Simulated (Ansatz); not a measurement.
# A computed series for NiSi: pressure series

Take NiSi (space group Pnma, No. 62; a = 5.190 Å, b = 3.350 Å, c = 5.624 Å; non-magnetic) as the base.

Cell and atoms are relaxed at each pressure.

All numbers come from Ansatz (a quantum-chemistry and plane-wave program) PBE, no spin-orbit coupling, earlier PAW set.

Notes on the quantities. enthalpy: H = E + PV relative to the base's energy.

```
variant                enthalpy  shortest interatomic distance
----------------  -------------  -----------------------------
base                          –                        2.287 Å
pressure −2 GPa   -0.15 eV/atom                        2.294 Å
pressure −1 GPa   -0.08 eV/atom                        2.291 Å
pressure 0.3 GPa  +0.02 eV/atom                        2.286 Å
pressure 0.7 GPa  +0.05 eV/atom                        2.285 Å
pressure 1.5 GPa  +0.11 eV/atom                        2.283 Å
pressure 3 GPa    +0.23 eV/atom                        2.278 Å
pressure 5 GPa    +0.38 eV/atom                        2.272 Å
pressure 7.5 GPa  +0.56 eV/atom                        2.265 Å
pressure 10 GPa   +0.74 eV/atom                        2.259 Å
```

Load acts through the strain it causes; cell and atoms are relaxed under it. Whether these cells are dynamically stable was not tested. No other phases were tried under pressure. Starting moments died away, wholly or in part, for the base; another magnetic solution may exist. The final runs are not spin-polarised.
